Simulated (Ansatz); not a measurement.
**A self-consistent single point of VH2 (Fm-3m, 3 atoms in the cell) with Ansatz (an electronic-structure program)**

Method of the run: LDA (PW92), default PAW files made with PBE (plane waves; Ansatz).

This input was run:

Ansatz 0.2 input:
```yaml
# VH2
crystal:
  lattice:
    - [0.000000, 2.103873, 2.103873]
    - [2.103873, 0.000000, 2.103873]
    - [2.103873, 2.103873, 0.000000]
  atoms:
    - { symbol: V, position: [0.000000, 0.000000, 0.000000] }
    - { symbol: H, position: [0.750000, 0.750000, 0.750000] }
    - { symbol: H, position: [0.250000, 0.250000, 0.250000] }
basis:
  ecutwfc: 420.0 eV
kpoints:
  mp_grid: { grid: [13, 13, 13] }
hamiltonian:
  xc: lda
  pseudopotentials: { kind: paw }
scf:
  occupations: { method: gaussian, width: 0.1 eV }
output:
  forces: true
  eigenvalues: true
  stress: true
```

Output (repeated stretches shortened):

```
WARN ansatz: RAYON_NUM_THREADS=1 ignored (pool sized by the plan → 1); use --threads N
Pseudopotentials: kind: paw
Pseudopotential: V, paw, valence charge 13
Pseudopotential: H, paw, valence charge 1
Crystal: 3 atoms, lattice volume = 18.625 Å³
Basis set: ecut = 420 eV, 339 PW (Γ)
Bands: 12, of which v1, the nominal top of the filled ones, is band 8 counted from 1 (7 counted from 0)
Symmetry: 48 space group operations
Space group: Fm-3m (ITA 225), of the structure as read, at distance tolerance 2.7e-5 Å
k-points: 84 of 2197
PAW frozen core: V, regenerated for the run's functional, and the local potential with it
Initial density: superposition of atomic densities (neutral atoms: chi_scale 0, normalization atom), corrected by the library's trained network
Initial wavefunctions: pseudopotential atomic-orbital guess
Eigensolver: davidson
Functional: x = slater, c = lda
SCF iter   1: F=—  HF=-2892.626751 eV  |F-HF|=—  |Δ(HF+E_count)|=         —  Δρ=1.37e-2  dr2=2.18e-2  ethr=1.77e-3  ⟨swp⟩=4.0  Hψ=4758  notcnv=0
all-band conjugate gradients solve this SCF's bands
preconditioner: auto → none
SCF iter   2: F=—  HF=-2892.622789 eV  |F-HF|=—  |Δ(HF+E_count)|=   3.96e-3  Δρ=8.85e-3  dr2=1.04e-2  ethr=1.45e-4  ⟨swp⟩=1.0  Hψ=1680  notcnv=0
SCF iter   3: F=—  HF=-2892.619493 eV  |F-HF|=—  |Δ(HF+E_count)|=   3.30e-3  Δρ=9.32e-4  dr2=7.20e-5  ethr=6.97e-5  ⟨swp⟩=2.0  Hψ=1249  notcnv=0
SCF iter   4: F=—  HF=-2892.619469 eV  |F-HF|=—  |Δ(HF+E_count)|=   2.46e-5  Δρ=2.20e-4  dr2=3.55e-6  ethr=4.80e-7  ⟨swp⟩=2.0  Hψ=1629  notcnv=0
SCF iter   5: F=—  HF=-2892.619469 eV  |F-HF|=—  |Δ(HF+E_count)|=   3.24e-7  Δρ=4.13e-5  dr2=1.29e-7  ethr=2.37e-8  ⟨swp⟩=2.1  Hψ=1142  notcnv=0
SCF iter   6: F=-2892.619469 eV  HF=-2892.619469 eV  |F-HF|=3.33e-10  |Δ(HF+E_count)|=   1.47e-8  Δρ=3.47e-6  dr2=9.98e-10  ethr=6.67e-10  ⟨swp⟩=5.0  Hψ=3737  notcnv=0
SCF 1 converged in 6 iterations: F = -2892.619469 eV  dr2 = 9.98e-10
SCF converged after 6 iterations
Free energy (F): -2892.619469 eV
Harris-Foulkes:  -2892.619469 eV  (|F-HF|=3.33e-10)
Internal energy: -2892.611822 eV  (E = F + TS)
E sigma→0 (E₀):  -2892.615645 eV
Entropy (-TS):   -0.007647 eV (-2.549 meV/atom)
Fermi energy:    13.438925 eV
--- Per-component energies (eV) ---
  E_band       = -184.373043
  E_kinetic    = 366.155964
  E_local      = -1063.938145  (includes V_loc(G=0)·N_el)
  E_nonlocal   = -38.037140
  E_hartree    = 471.033486
  E_xc         = -148.466988
  E_vxc        = -189.875687  (∫ρ·V_xc dr)
  E_paw        = -1063.107575  (= ΣΔE_a)
  E_vpaw       = -200.741415  (= ΣTr[D̂ρ^β])
  E_aug_tail   = -0.002462  (compensation charges beyond the density's cutoff)
  E_ewald      = -1416.595111
  E_core_change = 0.346150  (= ΣΔE_core)
  E_smearing   = -0.007647  (= −TS)
  E_closure    = 0.000000  (closes the sum)
  Σ components = -2892.619469   (vs F -2892.619469, Δ=0.00e0)
--- Forces (eV/Å), atoms counted from 1 ---
  atom   1  V     -0.00000000     0.00000000     0.00000000
   [... zero for the other atoms too ...]
  max |Σ_I F_I| component: 2.89e-19 eV/Å
--- Stress (GPa, compression-positive) ---
       -9.643761      -0.000000       0.000000
       -0.000000      -9.643761       0.000000
        0.000000      -0.000000      -9.643761
  P = ⅓ Tr σ = -9.6438 GPa (-96.438 kbar)
  The stress holds the Pulay correction. Without it, at fixed plane waves, as pw.x and ABINIT print it: P = -9.9184 GPa
--- Band table (eV; the first three rows and the last of 84) ---
  k-point 0: bands = ["-50.4288", "-24.4284", "-24.4284", "-24.4284", "1.9748", "12.4452", "12.4452", "12.4452", "14.2317", "14.2317", "14.8798", "29.7582"]
  k-point 1: bands = ["-50.4253", "-24.4518", "-24.4313", "-24.4313", "2.1358", "11.7485", "12.5069", "12.5069", "14.1970", "14.1970", "15.6678", "28.1266"]
  k-point 2: bands = ["-50.4158", "-24.5161", "-24.4394", "-24.4394", "2.6004", "10.6161", "12.6533", "12.6533", "14.1389", "14.1389", "17.0118", "26.0468"]
  k-point 83: bands = ["-50.3492", "-24.7070", "-24.6714", "-24.5608", "7.3655", "7.3773", "10.7688", "13.8272", "15.0500", "16.6903", "17.4075", "20.0890"]
```

The run converged in 6 iterations.

The starting cell comes from a database of computed structures (which also holds hypothetical and non-ambient phases and stackings), without a prior relaxation at this level. Its lattice was rescaled by up to half a per cent. Spin polarisation is off. With a pressure of about -10 GPa the cell is away from its equilibrium volume at this level. Ansatz's pressure includes its estimate of the finite-basis (Pulay) stress.
